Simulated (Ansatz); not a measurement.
Consider MgSe in the rock salt structure (space group Fm-3m, No. 225; a = 5.473 Å).

One thing is altered: every lattice vector is stretched by 2.22 %; the atoms relax in the strained cell.

Levels (all Ansatz, a first-principles code, PAW, earlier PAW set): r2SCAN (500 eV, no spin-orbit coupling); HSE06 (420 eV, no spin-orbit coupling).

The geometry is relaxed with r2SCAN.

| Quantity | Result |
|---|---|
| r2SCAN lowest conduction level above the VBM at special points | X 2.37 eV; Γ 2.99 eV; U 3.60 eV |

With HSE06 at the same geometry, the lowest conduction level above the VBM at special points becomes X 2.52 eV; Γ 3.06 eV; U 3.82 eV (r2SCAN: X 2.37 eV; Γ 2.99 eV; U 3.60 eV).

Single points use the geometry relaxed with r2SCAN. HSE06 gaps are upper bounds (no full band path). The levels and masses belong to the bands next to the band gap. No phonon test of stability was made.
